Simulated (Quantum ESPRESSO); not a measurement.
Troubleshooting Quantum ESPRESSO: a failed run on Cs2BaCl4 (I-42d, 14 atoms in the cell). The aim is a self-consistent single point with DFT, LDA (PZ), plane waves, GBRV 1.5 ultrasoft (LDA) pseudopotentials.

Cell that was meant: a = 8.6867 Å, b = 8.6867 Å, c = 8.6867 Å, α = 110.55°, β = 110.55°, γ = 107.34°.

Part of the input:

```fortran
/
&ELECTRONS
    conv_thr = 1.0e-11,
    electron_maxstep = 5,
    mixing_beta = 0.7,
/
ATOMIC_SPECIES
```

Output (repeated stretches shortened):

```
     Self-consistent Calculation

     iteration #  1     ecut=    40.00 Ry     beta= 0.70

     Threshold (ethr) on eigenvalues was too large:
     Diagonalizing with lowered threshold

     negative rho (up, down):  3.113E-01 0.000E+00

     total energy              =    -661.20545924 Ry
     estimated scf accuracy    <       0.45903508 Ry

     iteration #  2     ecut=    40.00 Ry     beta= 0.70

     negative rho (up, down):  3.051E-01 0.000E+00

     total energy              =    -661.34847669 Ry
     estimated scf accuracy    <       0.18087438 Ry

   [... lines left out ...]

     negative rho (up, down):  3.014E-01 0.000E+00

     total energy              =    -661.38079755 Ry
     estimated scf accuracy    <       0.00220643 Ry

     iteration #  4     ecut=    40.00 Ry     beta= 0.70

     negative rho (up, down):  3.014E-01 0.000E+00

     total energy              =    -661.38161549 Ry
     estimated scf accuracy    <       0.00094529 Ry

     iteration #  5     ecut=    40.00 Ry     beta= 0.70

     negative rho (up, down):  3.014E-01 0.000E+00

     total energy              =    -661.38170930 Ry
     estimated scf accuracy    <       0.00006401 Ry
     End of self-consistent calculation

     convergence NOT achieved after   5 iterations: stopping

   JOB DONE.
```

Problem. What caused this, and what should be changed?

Solution. The fault is an iteration limit that is too low. The loop is cut before its threshold is met, so whatever is printed at the end is not self-consistent. To fix it, raise the limit, or leave it to the default. The run ended unconverged after 5 iterations.

The sound input it was made from differs as follows (other fixes are possible):
```diff
-    electron_maxstep = 5,
```

With that input, the run converged in 10 iterations: free energy E − TS -8998.5570 eV; top of the valence band (on the code's own zero) 2.27 eV; gap on the k-point mesh 4.52 eV; pressure -2.94 GPa; largest force (vector length) 0.067 eV/Å (DFT, LDA (PZ), plane waves, GBRV 1.5 ultrasoft (LDA) pseudopotentials).

On the sound input: the starting cell comes from a database of computed structures (which also holds hypothetical and non-ambient phases and stackings), without a prior relaxation at this level.
